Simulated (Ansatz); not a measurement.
# WO3 (P-42₁m, No. 113, 16 atoms in the cell; start mp-2235359; a measured phase of this formula has another space group)

Computed with PBEsol (PAW; Ansatz, a program for electronic structure).

Numerical settings: plane-wave cutoff 520 eV, 6×6×10 k mesh (along the axes of the cell as run), Fermi–Dirac smearing 0.01 eV, no spin polarisation, scalar-relativistic PAW data made under PBE.

Cell (relaxed at this level):

```
WO3
1.0
    7.57168     0.00000     0.00000
    0.00000     7.57168     0.00000
    0.00000     0.00000     3.87860
W O
4 12
Direct
  0.73208   0.23208   0.05494
  0.23208   0.26792   0.94506
  0.26792   0.76792   0.05494
  0.76792   0.73208   0.94506
  0.74438   0.24438   0.51075
  0.24438   0.25562   0.48925
  0.25562   0.75562   0.51075
  0.75562   0.74438   0.48925
  0.50564   0.75080   0.00409
  0.75080   0.49436   0.99591
  0.49436   0.24920   0.00409
  0.24920   0.50564   0.99591
  0.00564   0.74920   0.99591
  0.25080   0.00564   0.00409
  0.99436   0.25080   0.99591
  0.74920   0.99436   0.00409
```

For WO3 (P-42₁m, No. 113, 16 atoms in the cell; start mp-2235359; a measured phase of this formula has another space group), the band gap is 1.17 eV (on the SCF k mesh).

Note: the relaxation could not lower the start's symmetry, so the cell can be a saddle point above a distorted one.

Spin–orbit coupling is not included.

The result took about 22 core-minutes (a rough figure).

A start named mp-… is a Materials Project structure, which need not be a measured phase.
